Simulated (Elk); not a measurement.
# Elk run on AlN (F-43m, 2 atoms in the cell): self-consistent single point

Method: PBE, all-electron FP-LAPW, Elk's shipped species files, default APW+lo basis (Elk).

This input was run:

```
tasks
  0

xctype
  20

rgkmax
  7.0

rmtscf
  0.83

stype
  0

swidth
  0.0001

avec
    0.0000000000    4.1094059895    4.1094059895
    4.1094059895    0.0000000000    4.1094059895
    4.1094059895    4.1094059895    0.0000000000

sppath
  './'

atoms
  2   : nspecies
  'Al.in'   : spfname
  1   : natoms; atposl, bfcmt below
  0.0000000000  0.0000000000  0.0000000000    0.0 0.0 0.0
  'N.in'   : spfname
  1   : natoms; atposl, bfcmt below
  0.7500000000  0.7500000000  0.7500000000    0.0 0.0 0.0

ngridk
  9 9 9
```

Output (repeated stretches shortened):

```
│ Elk code version 10.2.4 │

All units are atomic (Hartree, Bohr, etc.)

│ Ground-state run starting from atomic densities │

Lattice vectors :
   0.000000000       4.109405989       4.109405989
   4.109405989       0.000000000       4.109405989
   4.109405989       4.109405989       0.000000000

Unit cell volume      :    138.7928662
Brillouin zone volume :    1.787197140

Muffin-tin inner radius fraction :   0.1000000000E-01

Nuclei treated as point charges

Species :    1 (Al)
 parameters loaded from : Al.in
 name : aluminium
 nuclear charge    :   -13.00000000
 electronic charge :    13.00000000
 atomic mass :    49184.33492
 muffin-tin radius :    1.826000000
 number of radial points in muffin-tin :    397
 atomic positions (lattice), magnetic fields (Cartesian) :
   1 :   0.00000000  0.00000000  0.00000000    0.00000000  0.00000000  0.00000000

Species :    2 (N)
 parameters loaded from : N.in
 name : nitrogen
 nuclear charge    :   -7.000000000
 electronic charge :    7.000000000
 atomic mass :    25532.65214
 muffin-tin radius :    1.494000000
 number of radial points in muffin-tin :    297
 atomic positions (lattice), magnetic fields (Cartesian) :
   1 :   0.75000000  0.75000000  0.75000000    0.00000000  0.00000000  0.00000000

Total number of atoms per unit cell :    2

Spin treatment :
 spin-unpolarised

Number of Bravais lattice symmetries :   48
Number of crystal symmetries         :   24
Crystal has no inversion symmetry
Complex Hermitian eigensolver will be used

k-point grid :      9     9     9
k-point offset :    0.000000000       0.000000000       0.000000000
k-point set is reduced with full crystal symmetry group
Total number of k-points :       55

Muffin-tin radius times maximum |G+k| :    7.000000000
 using average radius
Maximum |G+k| for APW functions       :    4.216867470
Maximum (1/2)|G+k|²                   :    8.890985629
Maximum |G| for potential and density :    12.00000000
 potential will be trimmed for |G| > 2 gkmax
Constant for pseudocharge density :    5
Radial integration step length :    4

G-vector grid sizes :     24    24    24
Number of G-vectors :     4015

Maximum angular momentum used for
 APW functions                      :    8
 outer part of muffin-tin           :    6
 inner part of muffin-tin           :    1

Total nuclear charge    :   -20.00000000
Total core charge       :    6.000000000
Total valence charge    :    14.00000000
Total excess charge     :    0.000000000
Total electronic charge :    20.00000000

Effective Wigner radius, rₛ :    1.183267256

Number of empty states         :    8
Total number of valence states :   15
Total number of core states    :    6

Total number of local-orbitals :   12

Exchange-correlation functional :     20     0     0
 Perdew-Burke-Ernzerhof, Phys. Rev. Lett. 77, 3865 (1996)
 gradient requirement :    1
 generalised gradient approximation (GGA)

Smearing type :    0
 Gaussian
Smearing width :   0.1000000000E-03
Effective electronic temperature (K) :    31.57750248

Mixing type :    3
 Broyden mixing, J. Phys. A: Math. Gen. 17, L317 (1984)

Kohn-Sham potential initialised from atomic data

│ Self-consistent loop started │
│ Loop number : 1 │
 total energy                :     -300.914643892
│ Loop number : 2 │
 total energy                :     -300.854625848
RMS change in Kohn-Sham potential (target) :    2.137877848     (  0.1000000000E-05)
Absolute change in total energy (target)   :   0.6001804394E-01 (  0.1000000000E-03)
│ Loop number : 3 │
 total energy                :     -300.809791179
RMS change in Kohn-Sham potential (target) :    2.092193149     (  0.1000000000E-05)
Absolute change in total energy (target)   :   0.5983917999E-01 (  0.1000000000E-03)
│ Loop number : 4 │
 total energy                :     -299.088447583
RMS change in Kohn-Sham potential (target) :   0.9306246698     (  0.1000000000E-05)
Absolute change in total energy (target)   :    1.736303391     (  0.1000000000E-03)
│ Loop number : 5 │
 total energy                :     -298.165765357
RMS change in Kohn-Sham potential (target) :   0.2800651153     (  0.1000000000E-05)
Absolute change in total energy (target)   :    1.356758074     (  0.1000000000E-03)
│ Loop number : 6 │
 total energy                :     -297.853029427
RMS change in Kohn-Sham potential (target) :   0.6523545752E-01 (  0.1000000000E-05)
Absolute change in total energy (target)   :   0.6519254487     (  0.1000000000E-03)
│ Loop number : 7 │
 total energy                :     -297.749363563
RMS change in Kohn-Sham potential (target) :   0.1883653529E-01 (  0.1000000000E-05)
Absolute change in total energy (target)   :   0.2666472263     (  0.1000000000E-03)
│ Loop number : 8 │
 total energy                :     -297.741111059
RMS change in Kohn-Sham potential (target) :   0.1336263468E-02 (  0.1000000000E-05)
Absolute change in total energy (target)   :   0.7491430976E-01 (  0.1000000000E-03)
│ Loop number : 9 │
 total energy                :     -297.736717673
RMS change in Kohn-Sham potential (target) :   0.1906498961E-02 (  0.1000000000E-05)
Absolute change in total energy (target)   :   0.2312196348E-01 (  0.1000000000E-03)
│ Loop number : 10 │
 total energy                :     -297.735516536
RMS change in Kohn-Sham potential (target) :   0.7357574577E-03 (  0.1000000000E-05)
Absolute change in total energy (target)   :   0.6981627707E-02 (  0.1000000000E-03)
│ Loop number : 11 │
 total energy                :     -297.733707524
RMS change in Kohn-Sham potential (target) :   0.1261445097E-03 (  0.1000000000E-05)
Absolute change in total energy (target)   :   0.3554419057E-02 (  0.1000000000E-03)
│ Loop number : 12 │
 total energy                :     -297.733449493
RMS change in Kohn-Sham potential (target) :   0.1255387770E-04 (  0.1000000000E-05)
Absolute change in total energy (target)   :   0.1146636169E-02 (  0.1000000000E-03)
│ Loop number : 13 │
 total energy                :     -297.733428716
RMS change in Kohn-Sham potential (target) :   0.7131985937E-05 (  0.1000000000E-05)
Absolute change in total energy (target)   :   0.3074355242E-03 (  0.1000000000E-03)
│ Loop number : 14 │
 total energy                :     -297.733400041
RMS change in Kohn-Sham potential (target) :   0.1397508318E-05 (  0.1000000000E-05)
Absolute change in total energy (target)   :   0.1055345738E-03 (  0.1000000000E-03)
│ Loop number : 15 │
 total energy                :     -297.733394929
RMS change in Kohn-Sham potential (target) :   0.5469826866E-06 (  0.1000000000E-05)
Absolute change in total energy (target)   :   0.3149510854E-04 (  0.1000000000E-03)
Convergence targets achieved

│ Loop number : 16 │

Energies :
 Fermi                       :     0.223928230265
 sum of eigenvalues          :     -155.969234349
 electron kinetic            :      298.042392010
 core electron kinetic       :      224.976376167
 Coulomb                     :     -570.095563489
 Coulomb potential           :     -420.914645972
 nuclear-nuclear             :     -59.7974040516
 electron-nuclear            :     -599.681672904
 Hartree                     :      89.3835134658
 Madelung                    :     -359.638240503
 xc potential                :     -33.0969803874
 exchange                    :     -24.9405654841
 correlation                 :    -0.739655924046
 total energy                :     -297.733392887

Density of states at Fermi energy :   0.8124346819E-05
 (states/Hartree/unit cell)

Estimated indirect band gap :   0.1277907687
 from k-point      1 to k-point     31
Estimated direct band gap   :   0.1568863082
 at k-point      1

Charges :
 core                        :    6.000000000
 valence                     :    14.00000000
 interstitial                :    3.508999671
 muffin-tins (core leakage)
  species :    1 (Al)
   atom    1                 :    10.76030189     (  0.3509469686E-02)
  species :    2 (N)
   atom    1                 :    5.730698443     (  0.4634172334E-05)
 total in muffin-tins        :    16.49100033
 total calculated charge     :    19.99088880
 total charge                :    20.00000000
 error                       :   0.9111196485E-02

│ Self-consistent loop stopped │
```

The run converged in 16 iterations. The count includes the last loop, which Elk runs after its targets are met.

The starting cell comes from a database of computed structures (which also holds hypothetical and non-ambient phases and stackings), without a prior relaxation at this level. Its lattice was rescaled by a random factor within 2.5 % of one. Values depend on the basis (sphere radii, cutoffs, local orbitals), which need not be converged.
